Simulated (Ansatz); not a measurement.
Functionals compared on the (322) surface of fcc Ir in its 1x1 cell, outermost plane spacing 0.47 Å in the ideal cut, in Ansatz (plane waves, PAW). The structure was relaxed with PBE; the other rows are single points on it, each with its references at the same level. Cutoff 420 eV (500 eV for r2SCAN).

Model: 23-atom slab, 10.3 Å thick at the start (thin: gaps and levels are the slab's own), 14x4x1 mesh, Fermi-Dirac 0.1 eV, dipole correction, all atoms relaxed; held to the start's symmetry, so lower structures may exist; no spin, no spin-orbit, no U. These notes are the PBE run's.

| functional | surface energy (J/m²) | work function of the top face (eV) | rough cost of the single point |
|---|---|---|---|
| PBE | 2.58 | 5.35 | – |
| LDA | 3.19 | 5.71 | around 11 core-minutes (rough) |
| PBEsol | 3.03 | 5.47 | around 13 core-minutes (rough) |
| RPBE | 2.33 | 5.19 | around 12 core-minutes (rough) |
| r2SCAN | 2.84 | 5.38 | roughly 20 core-minutes |

Ansatz is a quantum-chemistry and plane-wave program.
